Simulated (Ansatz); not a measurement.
**Sn: Sn → Zn**

Base system: Sn (space group I4_1/amd, No. 141; a = 5.833 Å, c = 3.158 Å).

The change: Zn takes the place of Sn on all its sites, then cell and atoms are relaxed.

Computed with PBEsol, PAW, 420 eV (Ansatz, an electronic-structure program; without spin-orbit coupling). k-mesh 21×21×21 (Γ-centred); smearing 0.05 eV (Fermi–Dirac), for the changed cell.

| quantity | base | changed | shift |
|---|---|---|---|
| volume per atom | 26.86 Å³ | 16.07 Å³ | -10.79 Å³ |
| density | 7.34 g/cm³ | 6.76 g/cm³ | -0.58 g/cm³ |
| lattice parameter a | 5.833 Å | 5.070 Å | -0.763 Å |
| c/a ratio | 0.541 | 0.493 | -0.048 |
| shortest interatomic distance | 3.021 Å | 2.501 Å | -0.520 Å |
| band gap | zero | zero | – |

Final structure:

```xyz
2
Lattice="-2.5349 2.5349 1.2507 2.5349 -2.5349 1.2507 2.5349 2.5349 -1.2507" Properties=species:S:1:pos:R:3 pbc="T T T"
Zn     0.0000     2.5349     0.6254
Zn     0.0000     0.0000     0.0000
```

Cost of the whole job for the changed cell (relaxation, final SCF and bands): roughly 4 core-minutes.

Whether these cells are dynamically stable was not tested. As relaxed here, Zn is a hypothetical phase, not in the database extracts checked.
